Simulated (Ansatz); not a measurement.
Start from GaAs in the zinc blende structure (space group F-43m, No. 216; a = 5.659 Å).

Structures relaxed with Kohn–Sham DFT with the PBEsol functional, run in Ansatz (an electronic-structure program) with PAW and 420 eV plane waves, scalar-relativistic without spin-orbit coupling.

Base:

Simulated powder pattern, Cu Kα1, λ = 1.54056 Å (kinematic, ideal powder, no thermal factors, no anomalous dispersion; the 10 strongest lines at most, above 2 %, up to 2θ = 90°):

```json
[
 {"2θ (°)": "27.27", "I/Imax (%)": "100", "hkl": "(111)"},
 {"2θ (°)": "45.29", "I/Imax (%)": "74", "hkl": "(220)"},
 {"2θ (°)": "53.67", "I/Imax (%)": "45", "hkl": "(311)"},
 {"2θ (°)": "65.98", "I/Imax (%)": "12", "hkl": "(400)"},
 {"2θ (°)": "72.79", "I/Imax (%)": "17", "hkl": "(331)"},
 {"2θ (°)": "83.65", "I/Imax (%)": "24", "hkl": "(422)"}
]
```

After one change:

Simulated powder pattern, Cu Kα1, λ = 1.54056 Å (kinematic, ideal powder, no thermal factors, no anomalous dispersion; the 10 strongest lines at most, above 2 %, up to 2θ = 90°):

| 2θ (°) | I/Imax (%) |
|---|---|
| 26.99 | 100 |
| 44.79 | 75 |
| 53.08 | 45 |
| 65.21 | 12 |
| 71.92 | 18 |
| 82.59 | 24 |
| 88.85 | 14 |

Question: Name the change that was made.
A) pressure −2 GPa
B) pressure 9 GPa
C) pressure 0.9 GPa
D) pressure 22.5 GPa

Answer: A, pressure −2 GPa. Its volume per atom is 23.37 Å³ against 22.65 Å³, and its space group is F-43m (No. 216).

Load acts through the strain it causes; cell and atoms are relaxed under it. Stability against distortions was not tested. Measured, GaAs leaves this structure (for a Cmcm phase) near 15 GPa (room temperature; as listed in arXiv:1906.07825).
